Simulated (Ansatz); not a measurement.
Start from Rh in the fcc (Cu type) structure (space group Fm-3m, No. 225; relaxed with 0.1 eV smearing).

```
CELL_PARAMETERS angstrom
      0.00000     1.89079     1.89079
      1.89079     0.00000     1.89079
      1.89079     1.89079     0.00000
ATOMIC_POSITIONS crystal
  Rh 0.00000 0.00000 0.00000
```

Cartesian axes are those of the cell as printed.

Computed with plane-wave PAW DFT at the PBEsol level (Ansatz, a first-principles code, 420 eV), no SOC.

Before the change:

The volume per atom is 13.52 Å³.

It is then changed as follows: tensile biaxial strain of 1.00 % in the plane normal to [001], as in epitaxy on a mismatched substrate; the out-of-plane cell vector and the atoms relax.

Problem. What happens to the energy relative to the base?

Solution. The energy increases by 4.0 meV/atom.

Problem. What happens to the in-plane stress?

Solution. The mean in-plane stress (compression positive) comes out as -4.6 GPa.

Problem. How does this affect the volume per atom?

Solution. The volume per atom goes up by 0.15 Å³, from 13.52 Å³ to 13.67 Å³.

Whether these cells are dynamically stable was not tested. The final runs are not spin-polarised.
